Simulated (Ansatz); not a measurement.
Functionals compared on a constructed model of the (100) surface of fcc Ir, a pseudomorphic layer of Co in the host's stacking (bottom of the slab: a bare face, its two planes held), in Ansatz (plane waves, PAW). The structure was relaxed with PBE; the other rows are single points on it. Cutoff 420 eV.

Set-up: 7 atoms, 11.7 Å thick at the start; mesh 14x14x1; 0.1 eV smearing; dipole correction on; 2 atoms held, the rest relaxed; start symmetry kept, larger cells not searched; spin-polarised, ending with about 2.0 μB a cell; orders that need a larger cell were not tried, no spin-orbit, no U. It is one candidate, not shown to be the stable structure of the face. These notes are the PBE run's.

```csv
functional,work function of the top face (eV),magnetic moment of the cell (μB),rough cost of the single point
PBE,4.35,1.97,–
RPBE,4.13,2.02,around 5 core-minutes (rough)
```

Ansatz is a first-principles code.
